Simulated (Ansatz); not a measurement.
Defect migration in wurtzite AlN strained by -1.5 % along x and y, z held: N vacancy, charge state +1. Level of theory: PBE, PAW (plane waves to 420 eV; Ansatz, a quantum-chemistry and plane-wave program).

Cell of 72 host sites held at the strained lattice (strain from the relaxed PBE one, atoms relaxed); a 2×2×2 k-point mesh shifted by half a step along c; Fermi-Dirac width 0.01 eV, spin-restricted; finite-size errors left in. Energies are static. The charge state is imposed; whether it is stable for some Fermi level was not computed. Forms of the defect that were not tried may lie lower.

Relaxed starting cell (atoms counted from 1):

```
CELL_PARAMETERS angstrom
      9.24990     0.00000     0.00000
     -4.62495     8.01065     0.00000
      0.00000     0.00000    10.03632
ATOMIC_POSITIONS crystal
  Al 0.22203 0.11118 0.24166
  Al 0.22200 0.11118 0.75124
  Al 0.22288 0.44575 0.24926
  Al 0.22253 0.44521 0.74999
  Al 0.22285 0.77747 0.24930
  Al 0.22250 0.77772 0.74998
  Al 0.55572 0.11030 0.24928
  Al 0.55549 0.11065 0.75000
  Al 0.55573 0.44577 0.24928
  Al 0.55550 0.44522 0.75000
  Al 0.55533 0.77784 0.24914
  Al 0.55530 0.77784 0.75017
  Al 0.88744 0.11029 0.24926
  Al 0.88797 0.11062 0.74999
  Al 0.88867 0.44450 0.24944
  Al 0.88867 0.44451 0.75005
  Al 0.88742 0.77747 0.24931
  Al 0.88798 0.77770 0.74996
  Al 0.10943 0.22371 0.50073
  Al 0.11055 0.22262 0.99936
  Al 0.11037 0.55541 0.50005
  Al 0.11067 0.55550 0.99962
  Al 0.10948 0.88623 0.50065
  Al 0.11052 0.88826 0.99937
  Al 0.44716 0.22374 0.50071
  Al 0.44491 0.22263 0.99937
  Al 0.44462 0.55644 0.50054
  Al 0.44432 0.55581 0.99945
  Al 0.44461 0.88854 0.50053
  Al 0.44429 0.88885 0.99946
  Al 0.77783 0.22279 0.50005
  Al 0.77766 0.22248 0.99964
  Al 0.77786 0.55537 0.50006
  Al 0.77767 0.55551 0.99964
  Al 0.77667 0.88852 0.50055
  Al 0.77734 0.88883 0.99943
  N  0.22201 0.11118 0.94057
  N  0.22259 0.44348 0.43889
  N  0.22177 0.44416 0.93925
  N  0.22259 0.77950 0.43891
  N  0.22175 0.77794 0.93926
  N  0.55371 0.11055 0.43889
  N  0.55522 0.11141 0.93925
  N  0.55369 0.44348 0.43889
  N  0.55523 0.44417 0.93926
  N  0.55529 0.77783 0.43888
  N  0.55531 0.77785 0.93917
  N  0.88966 0.11051 0.43888
  N  0.88900 0.11139 0.93925
  N  0.88866 0.44448 0.43899
  N  0.88865 0.44448 0.93925
  N  0.88969 0.77949 0.43892
  N  0.88898 0.77793 0.93925
  N  0.11090 0.22230 0.19099
  N  0.11160 0.22158 0.68824
  N  0.11097 0.55566 0.18941
  N  0.11099 0.55568 0.68886
  N  0.11086 0.88891 0.19100
  N  0.11159 0.89039 0.68821
  N  0.44428 0.22232 0.19099
  N  0.44280 0.22158 0.68824
  N  0.44423 0.55561 0.18892
  N  0.44424 0.55565 0.68924
  N  0.44419 0.88896 0.18894
  N  0.44423 0.88895 0.68924
  N  0.77754 0.22220 0.18942
  N  0.77751 0.22219 0.68886
  N  0.77754 0.55567 0.18942
  N  0.77750 0.55567 0.68885
  N  0.77757 0.88894 0.18891
  N  0.77749 0.88892 0.68925
```
Cell charge +1.

End state 1 differs by these moves (Å; atoms that move under 0.08 Å are left out):

```csv
atom,element,Δx,Δy,Δz
42,N,-3.06,0.00,0.00
```

Problem. Give the forward and backward barriers to end state 1 at the level PBE, PAW.

Solution. forward 4.37 eV, backward 4.37 eV; at the saddle point atom 42 has neighbours Al at 1.77, 2 Al at 2.13, 2 Al at 2.20 Å. The saddle point's order was not checked, and it lies on a symmetry element of the cell, where a band can be held.

End state 2 differs by these moves (Å; atoms that move under 0.08 Å are left out):

```json
[
 {"atom": "19", "element": "Al", "Δx": "0.02", "Δy": "-0.01", "Δz": "-0.09"},
 {"atom": "55", "element": "N", "Δx": "1.53", "Δy": "-0.88", "Δz": "-2.48"}
]
```

Problem. What forward and backward barriers to end state 2 does PBE, PAW give?

Solution. forward 4.53 eV, backward 4.53 eV; at the saddle point atom 55 has neighbours Al at 1.76, Al at 1.86, Al at 2.26, Al at 2.27 Å. The saddle point's order was not checked, and it lies on a symmetry element of the cell, where a band can be held.

End state 3 differs by these moves (Å; atoms that move under 0.08 Å are left out):

| atom | element | Δx | Δy | Δz |
|---|---|---|---|---|
| 27 | Al | 0.00 | -0.01 | -0.09 |
| 63 | N | 0.00 | -3.56 | -2.51 |

Problem. Estimate the forward and backward barriers to end state 3 that PBE, PAW returns for this input.

Solution. forward 8.80 eV, backward 8.80 eV; at the saddle point atom 63 has neighbours 2 Al at 1.87, Al at 1.91, Al at 2.28; 2 N at 2.39 Å. The saddle point's order was not checked, and it lies on a symmetry element of the cell, where a band can be held.
